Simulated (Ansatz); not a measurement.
Start from MoSi2 (space group I4/mmm, No. 139; a = 3.190 Å, c = 7.822 Å; relaxed with 0.1 eV smearing).

The values are results of PBEsol (Ansatz, an electronic-structure program), without spin-orbit coupling, not measurements.

Strains are applied to the cell and any free atomic positions relax.

One change was made to it. Results:

| quantity | base | after |
|---|---|---|
| energy relative to the base (free energy F) | 0 meV/atom | +35 meV/atom |
| pressure (mean of the normal stresses, compression positive) | 0.0 GPa | 15.2 GPa |

Q: Which change produced these results?
A. isotropic strain +2.00 %
B. isotropic strain −3.00 %
C. isotropic strain +1.50 %
D. isotropic strain −2.00 %
E. isotropic strain +3.00 %

A: D, isotropic strain −2.00 %. For comparison, the energy relative to the base in the other runs: isotropic strain +3.00 % gives +66 meV/atom; isotropic strain −3.00 % gives +82 meV/atom; isotropic strain +2.00 % gives +31 meV/atom; isotropic strain +1.50 % gives +17 meV/atom.

No phonon test of stability was made. The final runs are not spin-polarised.
